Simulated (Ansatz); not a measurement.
System: antifluorite K₂S. Method: HSE06 (Ansatz, a quantum-chemistry and plane-wave program, PAW).

Run with plane-wave cutoff 460 eV, 6×6×6 k mesh, Fermi–Dirac smearing 0.01 eV, scalar-relativistic PAW data made under PBE.

Pressure at four volumes; x = ln(V/34.054 Å³). One pressure is withheld.

| V (Å³/atom) | x | P (GPa) |
|---|---|---|
| 32.351 | -0.0513 | 1.142 |
| 34.054 | 0.0000 | 0.013 |
| 34.905 | 0.0247 | -0.447 |
| 35.756 | 0.0488 | ? |

Problem. Pass a parabola P(x) through the three rows shown, estimate the bulk modulus and its pressure derivative near zero pressure, and predict the withheld pressure.

Solution. Slopes between the rows: (0.013 − (1.142))/(0.0000 − (-0.0513)) = -22.01 and (-0.447 − (0.013))/(0.0247 − (0.0000)) = -18.62 GPa. Their difference over the span 0.0760 is c = 3.39/0.0760 = 44.6 GPa, so P(x) = 1.142 + (-22.01)(x − (-0.0513)) + 44.6 (x − (-0.0513))(x − (0.0000)). At the middle row B = −dP/dx = −[-22.01 + 44.6 × 0.0513] = 19.7 GPa, and B′ = dB/dP = 2c/B = 4.5. At x = 0.0488 the parabola gives -0.843 GPa; the run gives -0.850 GPa. The Birch–Murnaghan fit to the energies at all volumes has B0 = 19.6 GPa and B′ = 4.4.
